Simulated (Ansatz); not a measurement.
Quick settings and what they miss: CdAg₃ (R-3m, 4 atoms in the cell)

Self-consistent single point.

```yaml
crystal:
  lattice:
    - [1.49211, 0.86147, 9.54699]
    - [-1.49211, 0.86147, 9.54699]
    - [0.00000, -1.72294, 9.54699]
  atoms:
    - { symbol: Cd, position: [0.00000, 0.00000, 0.00000] }
    - { symbol: Ag, position: [0.75187, 0.75187, 0.75187] }
    - { symbol: Ag, position: [0.24813, 0.24813, 0.24813] }
    - { symbol: Ag, position: [0.50000, 0.50000, 0.50000] }
```

Level of theory: PBEsol, PAW files made with PBE (plane waves; Ansatz, an electronic-structure program).

Base settings: basis.ecutwfc = 420 eV; kpoints.mp_grid.grid = 13 13 13; hamiltonian.xc = pbesol; hamiltonian.pseudopotentials = {kind: paw} (the program's default PAW files); scf.occupations.method = cold; scf.occupations.width = 0.1 eV.

Tight run (finer mesh or higher cutoff; not a proven limit): basis.ecutwfc: 420 eV → 590 eV; kpoints.mp_grid.grid: 13 13 13 → 18 18 18; scf.convergence.dr2_threshold: default (1e-07 eV) → 1e-09 eV. It gave Fermi level (on the code's own zero) 16.06 eV; pressure -5.00 GPa; largest force (vector length) 0.030 eV/Å.

Quick runs, as changes from the base:
- A: the base itself
- B: basis.ecutwfc: 420 eV → 250 eV; kpoints.mp_grid.grid: 13 13 13 → 1 1 1; hamiltonian.xc: pbesol → lda; scf.convergence.dr2_threshold: default (1e-07 eV) → 0.0001 eV [LDA (PW92)]
- C: basis.ecutwfc: 420 eV → 335 eV; kpoints.mp_grid.grid: 13 13 13 → 2 2 2; hamiltonian.xc: pbesol → lda [LDA (PW92)]
- D: kpoints.mp_grid.grid: 13 13 13 → 4 4 4; scf.occupations.method: cold → gaussian; scf.occupations.width: 0.1 eV → 0.272 eV
- E: basis.ecutwfc: 420 eV → 210 eV; kpoints.mp_grid.grid: 13 13 13 → 2 2 2; hamiltonian.xc: pbesol → lda [LDA (PW92)]
- F: basis.ecutwfc: 420 eV → 210 eV; kpoints.mp_grid.grid: 13 13 13 → 4 4 4; scf.occupations.width: 0.1 eV → 0.2 eV; kpoints.mp_grid.shift: default → 0.5 0.5 0.5; scf.convergence.dr2_threshold: default (1e-07 eV) → 0.0001 eV

Energies are extrapolated to zero smearing width, which holds to low order in the width alone.

Dashes: energy of B, C, E, another energy zero.

† marks runs with another functional, U, potentials or spin treatment: their distance from the tight run is not a convergence error alone.

The count of work is k-points × plane waves × bands × iterations; it is no time. 

Pressures in the table are Ansatz's without its Pulay estimate, at a fixed set of plane waves; the tight run's value above holds the estimate.

The starting cell comes from a database of computed structures (which also holds hypothetical and non-ambient phases and stackings), without a prior relaxation at this level. Its lattice was rescaled by a random factor within 2.5 % of one. In the base run, with a pressure of about -5 GPa the cell is away from its equilibrium volume at this level.

| run | energy less tight (meV/atom) | pressure less tight (GPa) | largest miss in a force vector (eV/Å) | count of work / tight |
|---|---|---|---|---|
| A | 5.4 | -0.06 | 0.011 | 0.22 |
| B† | – | -90.45 | 0.495 | 0.00032 |
| C† | – | 1.80 | 0.579 | 0.0025 |
| D | 42.2 | 0.80 | 0.100 | 0.011 |
| E† | – | -277.07 | 0.349 | 0.0013 |
| F | 5556.3 | -257.96 | 0.117 | 0.0026 |

Among the runs at the tight run's level, the energy misses run from 5.4 to 5556.3 meV/atom.

Keys are those of Ansatz 0.2.
